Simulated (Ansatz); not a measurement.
# YAl3 under a change: strain tensor (xx, yy, zz, yz, xz, xy) = (−1.17, +0.61, −1.43, −2.32, −0.64, −0.33) %

Consider YAl3 (space group R-3m, No. 166; a = 6.1230 Å, c = 21.0499 Å (hexagonal axes); a cell from a computed database, its experimental status unchecked). Axes: x lies along a and z along c of the hexagonal cell.

Now apply this change: strain tensor (xx, yy, zz, yz, xz, xy) = (−1.17, +0.61, −1.43, −2.32, −0.64, −0.33) %, atoms relaxed at fixed cell.

Calculations: PBEsol (Ansatz, an electronic-structure program, PAW, no spin-orbit coupling). k-mesh 7×7×7 (Γ-centred); smearing 0.05 eV (Fermi–Dirac).

```tsv
quantity	base	changed	shift
volume per atom	18.99 Å³	18.60 Å³	-0.39 Å³
space group	R-3m (No. 166)	P-1 (No. 2)	–
shortest interatomic distance	5.152 bohr	5.121 bohr	-0.031 bohr
energy relative to the base (free energy F)	0 meV/atom	+14 meV/atom	+14 meV/atom
pressure (mean of the normal stresses, compression positive)	0.0 GPa	2.0 GPa	+2.0 GPa
band gap	zero	zero	–
stress (xx, yy, zz, yz, xz, xy; compression positive) (rough)	–	(2.2, 0.8, 3.0, 3.6, 0.9, 0.3) GPa	–
```

Cost of the whole job for the changed cell (relaxation, final SCF and bands): about 4 core-minutes (a rough figure).

Without a gap, meshes like the base's 7×7×7 leave anisotropic stresses uncertain by several tenths of a GPa, and small strain energies with them. Whether these cells are dynamically stable was not tested. The final runs are not spin-polarised.
